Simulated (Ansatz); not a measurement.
**Worked example: self-consistent single point of Si (Fd-3m, 2 atoms in the cell) in Ansatz (a quantum-chemistry and plane-wave program)**

Computed with PBE (plane waves, PAW; Ansatz).

The input file:

Ansatz 0.2 input:
```yaml
crystal:
  lattice:
    - [0.000000, 2.725661, 2.725661]
    - [2.725661, 0.000000, 2.725661]
    - [2.725661, 2.725661, 0.000000]
  atoms:
    - { symbol: Si, position: [0.250000, 0.250000, 0.250000] }
    - { symbol: Si, position: [0.000000, 0.000000, 0.000000] }
kpoints:
  mp_grid: { grid: [8, 8, 8] }
hamiltonian:
  xc: pbe
  pseudopotentials: { kind: paw }
scf:
  occupations: { method: fermi_dirac, width: 0.02 eV }
output:
  forces: true
  eigenvalues: true
  stress: true
```

Output (repeated stretches shortened):

```
WARN basis.ecutwfc = 420 eV, the default
WARN ansatz: RAYON_NUM_THREADS=1 ignored (pool sized by the plan → 1); use --threads N
Pseudopotentials: kind: paw
Pseudopotential: Si, paw, valence charge 4
Crystal: 2 atoms, lattice volume = 40.499 Å³
Basis set: ecut = 420 eV, 749 PW (Γ), exchange–correlation on 54×54×54 points (8 copies of the dense FFT grid, shifted against one another)
Bands: 8, of which v1, the nominal top of the filled ones, is band 4 counted from 1 (3 counted from 0)
Symmetry: 48 space group operations
Space group: Fd-3m (ITA 227), of the structure as read, at distance tolerance 3.4e-5 Å
k-points: 29 of 512
Initial density: superposition of atomic densities (neutral atoms: chi_scale 0, normalization atom), corrected by the library's trained network
Initial wavefunctions: pseudopotential atomic-orbital guess
Eigensolver: davidson
Functional: x = pbe(κ = 0.804, μ = 0.2195149727645171), c = pbe(β = 0.06672455060314922)
SCF iter   1: F=—  HF=-1271.614836 eV  |F-HF|=—  |Δ(HF+E_count)|=         —  Δρ=1.17e-3  dr2=3.18e-4  ethr=1.77e-3  ⟨swp⟩=6.3  Hψ=2083  notcnv=0
all-band conjugate gradients solve this SCF's bands
preconditioner: auto → none
SCF iter   2: F=—  HF=-1271.615193 eV  |F-HF|=—  |Δ(HF+E_count)|=   3.56e-4  Δρ=4.86e-4  dr2=5.01e-5  ethr=3.97e-6  ⟨swp⟩=2.0  Hψ=600  notcnv=0
SCF iter   3: F=—  HF=-1271.615245 eV  |F-HF|=—  |Δ(HF+E_count)|=   5.18e-5  Δρ=9.37e-5  dr2=2.23e-6  ethr=6.26e-7  ⟨swp⟩=2.0  Hψ=348  notcnv=0
iter 4 did not close the SCF: its close was put off for the readings that it lacked (scf_convergence_deferred on its scf_iter line)
SCF iter   4: F=-1271.615246 eV  HF=-1271.615246 eV  |F-HF|=1.55e-8  |Δ(HF+E_count)|=   1.48e-6  Δρ=1.73e-5  dr2=8.98e-8  ethr=2.79e-8  ⟨swp⟩=2.0  Hψ=348  notcnv=0
iter 5 did not close the SCF: its close was put off for the readings that it lacked (scf_convergence_deferred on its scf_iter line)
SCF iter   5: F=-1271.615246 eV  HF=-1271.615246 eV  |F-HF|=7.10e-10  |Δ(HF+E_count)|=   2.63e-8  Δρ=2.12e-6  dr2=7.97e-10  ethr=1.12e-9  ⟨swp⟩=2.1  Hψ=349  notcnv=0
SCF iter   6: F=-1271.615246 eV  HF=-1271.615246 eV  |F-HF|=2.50e-12  |Δ(HF+E_count)|=  8.75e-10  Δρ=2.25e-7  dr2=1.30e-11  ethr=9.96e-12  ⟨swp⟩=1.1  Hψ=712  notcnv=0
SCF 1 converged in 6 iterations: F = -1271.615246 eV  dr2 = 1.30e-11
SCF converged after 6 iterations
Free energy (F): -1271.615246 eV
Harris-Foulkes:  -1271.615246 eV  (|F-HF|=2.50e-12)
Internal energy: -1271.615246 eV  (E = F + TS)
E sigma→0 (E₀):  -1271.615246 eV
Fermi energy:    6.421051 eV
--- Per-component energies (eV) ---
  E_band       = 8.649918
  E_kinetic    = 80.492431
  E_local      = -55.531623  (includes V_loc(G=0)·N_el)
  E_nonlocal   = 51.874141
  E_hartree    = 15.062677
  E_xc         = -110.272062
  E_vxc        = -93.350725  (∫ρ·V_xc dr)
  E_paw        = -1025.573531  (= ΣΔE_a)
  E_vpaw       = -4.959688  (= ΣTr[D̂ρ^β])
  E_aug_tail   = 0.000012  (compensation charges beyond the density's cutoff)
  E_ewald      = -227.667291
  E_smearing   = -0.000000  (= −TS)
  E_closure    = 0.000000  (closes the sum)
  Σ components = -1271.615246   (vs F -1271.615246, Δ=0.00e0)
--- Forces (eV/Å), atoms counted from 1 ---
  atom   1  Si     0.00000000    -0.00000000     0.00000000
  atom   2  Si     0.00000000    -0.00000000    -0.00000000
  max |Σ_I F_I| component: 3.47e-17 eV/Å
--- Stress (GPa, compression-positive) ---
        0.949301       0.000000      -0.000000
        0.000000       0.949301       0.000000
       -0.000000       0.000000       0.949301
  P = ⅓ Tr σ = 0.9493 GPa (9.493 kbar)
  The stress holds the Pulay correction. Without it, at fixed plane waves, as pw.x and ABINIT print it: P = 0.9271 GPa
--- Band table (eV; the first three rows and the last of 29) ---
  k-point 0: bands = ["-5.7718", "6.1121", "6.1121", "6.1121", "8.6677", "8.6677", "8.6677", "9.3458"]
  k-point 1: bands = ["-5.5696", "4.5168", "5.8262", "5.8262", "8.5785", "9.0874", "9.0874", "10.7211"]
  k-point 2: bands = ["-4.9801", "2.2060", "5.3595", "5.3595", "8.0993", "9.6058", "9.6058", "12.9355"]
  k-point 28: bands = ["-1.5098", "-1.5098", "2.3086", "2.3086", "10.3803", "10.3803", "11.0719", "11.0719"]
```

The run converged in 6 iterations.

The starting cell comes from a database of computed structures (which also holds hypothetical and non-ambient phases and stackings), without a prior relaxation at this level. Its lattice was rescaled by a random factor within 2.5 % of one. Ansatz's pressure includes its estimate of the finite-basis (Pulay) stress.
